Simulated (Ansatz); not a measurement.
The starting structures come from a database of crystals and need not be the phases stable at ambient conditions.

```
CELL_PARAMETERS angstrom
      9.17265     0.00000     0.00000
      4.58632     8.19781     0.00000
      4.58632    -2.56585     3.80142
ATOMIC_POSITIONS crystal
  Ga 0.61172 0.73390 0.73390
  Ga 0.38828 0.26610 0.26610
  Ga 0.61172 0.23390 0.54266
  Ga 0.38828 0.76610 0.45734
  Ga 0.92048 0.73390 0.73390
  Ga 0.07952 0.26610 0.26610
  Ga 0.92048 0.23390 0.92514
  Ga 0.07952 0.76610 0.07486
  Ga 0.00000 0.00000 0.50000
  Ga 0.50000 0.50000 0.00000
  Ga 0.00000 0.50000 0.00000
  Ga 0.50000 0.00000 0.50000
  Os 0.16123 0.00000 0.00000
  Os 0.83877 0.00000 0.00000
  Os 0.16123 0.50000 0.17754
  Os 0.83877 0.50000 0.82246
```

Space group of this cell: P4_2/mnm. The cell is taken as given.

Transport runs along the normal of the first two printed cell vectors, the (111) plane of the conventional cell.

The gap is the functional's own. No spin-orbit coupling. Mid-gap values are interpolated on the energy grid.

Problem. Give the band gap and the smallest decay constant κ at mid-gap that r2SCAN (Ansatz, a quantum-chemistry and plane-wave program) yields.

Solution. Gap 0.93 eV on a 8×8×8 mesh; κ = 0.149 1/Å, at the zone centre.
